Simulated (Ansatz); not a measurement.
Output of an Ansatz run (abridged):

```
WARN ansatz: RAYON_NUM_THREADS=1 ignored (pool sized by the plan → 1); use --threads N
Pseudopotentials: kind: paw
Pseudopotential: Li, paw, valence charge 3
Pseudopotential: Hf, paw, valence charge 26
Pseudopotential: O, paw, valence charge 6
Crystal: 6 atoms, lattice volume = 64.242 Å³
Basis set: ecut = 420 eV, 1241 PW (Γ)
Bands: 31, of which v1, the nominal top of the filled ones, is band 25 counted from 1 (24 counted from 0)
Symmetry: 4 space group operations
Space group: C2/m (ITA 12), of the structure as read, at distance tolerance 4.0e-5 Å
k-points: 116 of 392
PAW frozen core: Hf, regenerated for the run's functional, and the local potential with it
PAW frozen core: O, regenerated for the run's functional, and the local potential with it
Initial density: superposition of atomic densities (neutral atoms: chi_scale 0, normalization atom), corrected by the library's trained network
Initial wavefunctions: pseudopotential atomic-orbital guess
Eigensolver: davidson
Functional: x = slater, c = lda
SCF iter   1: F=—  HF=-17555.618960 eV  |F-HF|=—  |Δ(HF+E_count)|=         —  Δρ=1.85e-2  dr2=2.10e-1  ethr=1.77e-3  ⟨swp⟩=6.3  Hψ=13265  notcnv=0
all-band conjugate gradients solve this SCF's bands
preconditioner: auto → Resta (q_TF=auto, 2.617 Å⁻¹)
SCF iter   2: F=—  HF=-17555.561422 eV  |F-HF|=—  |Δ(HF+E_count)|=   5.75e-2  Δρ=5.51e-3  dr2=6.50e-3  ethr=4.20e-4  ⟨swp⟩=2.0  Hψ=6044  notcnv=0  defer=206
SCF iter   3: F=—  HF=-17555.557908 eV  |F-HF|=—  |Δ(HF+E_count)|=   3.51e-3  Δρ=2.15e-3  dr2=1.66e-3  ethr=1.30e-5  ⟨swp⟩=2.0  Hψ=6664  notcnv=0  defer=206
SCF iter   4: F=—  HF=-17555.557352 eV  |F-HF|=—  |Δ(HF+E_count)|=   5.56e-4  Δρ=9.34e-4  dr2=3.84e-4  ethr=3.31e-6  ⟨swp⟩=2.0  Hψ=5556  notcnv=0  defer=206
SCF iter   5: F=—  HF=-17555.557103 eV  |F-HF|=—  |Δ(HF+E_count)|=   2.50e-4  Δρ=2.92e-4  dr2=4.80e-5  ethr=7.67e-7  ⟨swp⟩=2.0  Hψ=5130  notcnv=0  defer=206
SCF iter   6: F=—  HF=-17555.557093 eV  |F-HF|=—  |Δ(HF+E_count)|=   1.00e-5  Δρ=5.55e-5  dr2=2.38e-6  ethr=9.60e-8  ⟨swp⟩=2.3  Hψ=4683  notcnv=0  defer=206
SCF iter   7: F=—  HF=-17555.557093 eV  |F-HF|=—  |Δ(HF+E_count)|=   1.79e-7  Δρ=4.70e-5  dr2=1.20e-6  ethr=4.76e-9  ⟨swp⟩=2.0  Hψ=6290  notcnv=0  defer=206
SCF iter   8: F=-17555.557093 eV  HF=-17555.557093 eV  |F-HF|=3.53e-8  |Δ(HF+E_count)|=   2.04e-7  Δρ=1.04e-5  dr2=7.78e-8  ethr=2.00e-10  ⟨swp⟩=7.4  Hψ=17386  notcnv=0
SCF 1 converged in 8 iterations: F = -17555.557093 eV  dr2 = 7.78e-8
SCF converged after 8 iterations
Free energy (F): -17555.557093 eV
Harris-Foulkes:  -17555.557093 eV  (|F-HF|=3.53e-8)
Internal energy: -17555.557093 eV  (E = F + TS)
E sigma→0 (E₀):  -17555.557093 eV
Fermi energy:    9.800623 eV
--- Per-component energies (eV) ---
  E_band       = -332.075652
  E_kinetic    = 989.933406
  E_local      = -8395.238813  (includes V_loc(G=0)·N_el)
  E_nonlocal   = -1147.189812
  E_hartree    = 3757.394169
  E_xc         = -537.613331
  E_vxc        = -575.720746  (∫ρ·V_xc dr)
  E_paw        = -7164.634098  (= ΣΔE_a)
  E_vpaw       = 1281.350793  (= ΣTr[D̂ρ^β])
  E_aug_tail   = 0.007629  (compensation charges beyond the density's cutoff)
  E_ewald      = -5060.964250
  E_core_change = 2.748007  (= ΣΔE_core)
  E_smearing   = -0.000000  (= −TS)
  E_closure    = -0.000000  (closes the sum)
  Σ components = -17555.557093   (vs F -17555.557093, Δ=0.00e0)
--- Forces (eV/Å), atoms counted from 1 ---
  atom   1  Li     0.04235922    -0.00000000    -0.01044394
  atom   2  Li    -0.04235922     0.00000000     0.01044394
  atom   3  Hf     0.00000000     0.00000000     0.00000000
  atom   4  O      0.14918398    -0.00000000     0.01383837
  atom   5  O     -0.14918398     0.00000000    -0.01383837
  atom   6  O      0.00000000     0.00000000    -0.00000000
  max |Σ_I F_I| component: 1.73e-18 eV/Å
--- Stress (GPa, compression-positive) ---
       -7.052326       0.000000       0.134816
        0.000000      -7.546108       0.000000
        0.134816       0.000000      -6.663099
  P = ⅓ Tr σ = -7.0872 GPa (-70.872 kbar)
  The stress holds the Pulay correction. Without it, at fixed plane waves, as pw.x and ABINIT print it: P = -7.9041 GPa
--- Band table (eV; the first three rows and the last of 116) ---
  k-point 0: bands = ["-51.9727", "-33.9130", "-33.8807", "-20.9026", "-20.8021", "-20.5263", "-8.7642", "-8.1112", "-7.1657", "-1.9016", "-1.8771", "-1.8732", "-1.8668", "-1.8376", "-1.8162", "-1.7833", "3.6023", "5.0220", "5.1061", "5.6792", [...]
  k-point 1: bands = ["-51.9695", "-33.9122", "-33.8800", "-20.8796", "-20.7952", "-20.6276", "-8.6349", "-8.0432", "-7.2795", "-1.9001", "-1.8765", "-1.8673", "-1.8631", "-1.8414", "-1.8251", "-1.7944", "3.8493", "5.1145", "5.2199", "5.6614", [...]
  k-point 2: bands = ["-51.9616", "-33.9103", "-33.8784", "-20.8623", "-20.8231", "-20.7786", "-8.3950", "-7.8092", "-7.5489", "-1.8971", "-1.8762", "-1.8532", "-1.8504", "-1.8504", "-1.8421", "-1.8170", "4.4477", "5.2734", "5.3927", "5.5204", [...]
  k-point 115: bands = ["-51.9504", "-33.9009", "-33.8825", "-21.1732", "-20.7783", "-20.7422", "-8.1191", "-8.0399", "-7.1215", "-1.8832", "-1.8773", "-1.8664", "-1.8614", "-1.8379", "-1.8329", "-1.7982", "4.3095", "4.6561", "5.0868", "5.6876", [...]
```

The structure:

```
CELL_PARAMETERS angstrom
      4.80618    -2.09009     0.00000
      4.80618     2.09009     0.00000
     -0.06897     0.00000     3.19758
ATOMIC_POSITIONS crystal
  Li 0.65669 0.65669 0.50719
  Li 0.34331 0.34331 0.49281
  Hf 0.00000 0.00000 0.00000
  O  0.85976 0.85976 0.49067
  O  0.14024 0.14024 0.50933
  O  0.50000 0.50000 0.00000
```

Problem. Write an input that gives this output.

Solution. Other spellings and defaults could give the same log, and not every line can be read from it. The input that was run (DFT, LDA (PW92), plane waves, default PAW files made with PBE):

Ansatz 0.2 input:
```yaml
# Li2HfO3
crystal:
  lattice:
    - [4.806183, -2.090086, 0.000000]
    - [4.806183, 2.090086, 0.000000]
    - [-0.068967, 0.000000, 3.197582]
  atoms:
    - { symbol: Li, position_ang: [6.277365, 0.000000, 1.621782] }
    - { symbol: Li, position_ang: [3.266034, -0.000000, 1.575800] }
    - { symbol: Hf, position_ang: [0.000000, 0.000000, 0.000000] }
    - { symbol: O, position_ang: [8.230488, -0.000000, 1.568958] }
    - { symbol: O, position_ang: [1.312911, -0.000000, 1.628624] }
    - { symbol: O, position_ang: [4.806183, 0.000000, 0.000000] }
basis:
  ecutwfc: 420.0
kpoints:
  mp_grid: { grid: [7, 7, 8] }
hamiltonian:
  xc: lda
  pseudopotentials: { kind: paw }
scf:
  occupations: { method: fermi_dirac, width: 0.02 }
output:
  forces: true
  eigenvalues: true
  stress: true
```

The starting cell comes from a database of computed structures (which also holds hypothetical and non-ambient phases and stackings), without a prior relaxation at this level. Its lattice was rescaled by up to half a per cent. Spin-orbit coupling is off. With a pressure of about -7 GPa the cell is away from its equilibrium volume at this level. Ansatz's pressure includes its estimate of the finite-basis (Pulay) stress. Without the estimate this run gives -7.90 GPa.

Ansatz is a quantum-chemistry and plane-wave program.
